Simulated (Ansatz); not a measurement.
Several settings converged on AuAl2 (Fm-3m, 3 atoms in the cell)

```xyz
3
Lattice="0.0000 3.0150 3.0150 3.0150 0.0000 3.0150 3.0150 3.0150 0.0000" Properties=species:S:1:pos:R:3 pbc="T T T"
Al     1.5075     1.5075     1.5075
Al     4.5225     4.5225     4.5225
Au     0.0000     0.0000     0.0000
```

Base method: PBE (plane waves, PAW; Ansatz, an electronic-structure program).

Base settings: basis.ecutwfc = 30.9 Ry; kpoints.mp_grid.grid = 10 10 10; hamiltonian.xc = pbe; hamiltonian.pseudopotentials = {kind: paw} (the program's default PAW files); scf.occupations.method = fermi_dirac; scf.occupations.width = 0.0073 Ry.

The count of work is k-points × plane waves × bands × iterations; it is no time. Core times come from one kind of shared machine, to one figure; runs under 30 s give none.

**Zone-centre phonons against the cutoff**

In this ladder: phonons.method = dfpt.

The mesh stays at the base's, so the ladder's end is converged at best in this setting alone.

Frequencies are those of the unrelaxed cell, without the LO-TO term of polar crystals.

Only quantities that move along the ladder and can be compared are tabulated.

| basis.ecutwfc | highest zone-centre frequency (cm⁻¹) | lowest optical frequency (cm⁻¹) |
|---|---|---|
| 15.4 Ry | 241.3 | 214.2 |
| 18.4 Ry | 255.1 | 210.0 |
| 21.7 Ry | 258.5 | 225.0 |
| 26.1 Ry | 255.9 | 226.3 |
| 30.9 Ry | 256.3 | 225.5 |
| 37.1 Ry | 256.2 | 225.4 |
| 46.3 Ry | 256.2 | 225.4 |

Coarsest basis.ecutwfc that holds the lowest optical frequency within 10 cm⁻¹ of the last step, with all finer ones: 21.7 Ry; the step before is off by 15 cm⁻¹.

Coarsest basis.ecutwfc that holds the highest zone-centre frequency within 10 cm⁻¹ of the last step, with all finer ones: 18.4 Ry; the step before is off by 15 cm⁻¹.

**The q mesh of the phonons**

In this ladder: kpoints.mp_grid.grid = 12 12 12; phonons.method = dfpt.

Only quantities that move along the ladder and can be compared are tabulated.

Thermal sums run over frequencies interpolated from this q mesh.

| phonons.qmesh | zero-point energy (meV/atom) | vibrational free energy at 300 K (meV/atom) | core time / last (rough) |
|---|---|---|---|
| 1 1 1 | 34.50 | -13.71 | – |
| 2 2 2 | 36.68 | -12.02 | 0.10 |
| 3 3 3 | 36.81 | -11.41 | 0.3 |
| 4 4 4 | 36.86 | -11.31 | 1 |

Coarsest phonons.qmesh that holds the vibrational free energy at 300 K within 2 meV/atom of the last step, with all finer ones: 2 2 2, at about 0.10 of the last step's time; the step before is off by 2.4 meV/atom.

Coarsest phonons.qmesh that holds the zero-point energy within 0.5 meV/atom of the last step, with all finer ones: 2 2 2, at about 0.10 of the last step's time; the step before is off by 2.4 meV/atom.

**The size of a vacancy's supercell**

On AuAl2 (Fm-3m, 6 atoms in the cell), and larger cells.

Steps: 2 x 1 x 1 supercell, one Au atom taken out, nothing relaxed; 2 x 2 x 1 supercell, one Au atom taken out, nothing relaxed; and so on, with the mesh thinned in proportion.

Only quantities that move along the ladder and can be compared are tabulated.

```tsv
atoms	energy of the cell with the vacancy less the whole one (holds the removed atom on the program's zero: only its change counts) (eV)	count of work / last
6	13152.152	0.049
12	13152.300	0.18
24	13152.359	0.14
36	13152.285	1.0
```

Smallest size that holds the energy of the cell with the vacancy less the whole one (holds the removed atom on the program's zero: only its change counts) within 0.1 eV: not settled: the last two steps still differ by 0.074 eV, over half the tolerance, so the ladder does not show it.

On the base run: the starting cell has typed, rounded lattice constants, without a prior relaxation at this level. Its lattice was rescaled by up to half a per cent.

Left out of this page: 2 runs of the series stopped by limits of time or memory.

Keys are those of Ansatz 0.2.
